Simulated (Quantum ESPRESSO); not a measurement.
Parameter sweep on CoPtO₂ (R-3m, 4 atoms in the cell)

```
CoPtO2
1.0
    1.41227     0.81537     5.93939
   -1.41227     0.81537     5.93939
    0.00000    -1.63075     5.93939
Co Pt O
1 1 2
Direct
  0.50000   0.50000   0.50000
  0.00000   0.00000   0.00000
  0.88776   0.88776   0.88776
  0.11224   0.11224   0.11224
```

Base run A: PBE, SSSP 1.1.2 efficiency (PBE) pseudopotentials run with Quantum ESPRESSO 7.5, self-consistent single point.

Its settings: ecutwfc = 55 Ry; ecutrho = 440 Ry; occupations = smearing; smearing = methfessel-paxton; degauss = 0.0147 Ry; potentials = {Co: Co_pbe_v1.2.uspp.F.UPF, Pt: pt_pbe_v1.4.uspp.F.UPF, O: O.pbe-n-kjpaw_psl.0.1.UPF}; K_POINTS = automatic 9 9 9 0 0 0; conv_thr = 1e-10 Ry; mixing_beta = 0.3.

The starting cell comes from a database of computed structures (which also holds hypothetical and non-ambient phases and stackings), without a prior relaxation at this level. Spin polarisation is off; with an odd number of electrons in the cell that forces a metal, and a magnetic state may lie lower. In the base run, with a pressure of about 6 GPa the cell is away from its equilibrium volume at this level.

ΔF is the free energy per atom less that of run A. 

Run A gave: pressure (GPa) 6.04; largest force (eV/Å) 0.038; iterations 14.

Runs:
- B: mixing_beta = 0.05
- C: mixing_beta = 0.1
- D: mixing_beta = 0.2
- E: mixing_beta = 0.4
- F: mixing_beta = 0.5
- G: mixing_beta = 0.6
- H: mixing_beta = 0.8
- I: mixing_beta = 0.9

Q: Which runs reach the base run's state, and which is quickest in iterations?

A: Runs B, C, D, E, F, G, H, I ended on the same solution as A (within 1 meV/atom). The fewest iterations to that state were 13 (E); the most were 24.

```tsv
run	ΔF (meV/atom)	pressure (GPa)	largest force (eV/Å)	iterations
A	0.00	6.04	0.038	14
B	0.00	6.04	0.038	24
C	0.00	6.04	0.038	23
D	0.00	6.04	0.038	17
E	0.00	6.05	0.038	13
F	0.00	6.04	0.038	15
G	0.00	6.04	0.038	15
H	0.00	6.03	0.038	15
I	0.00	6.05	0.038	15
```
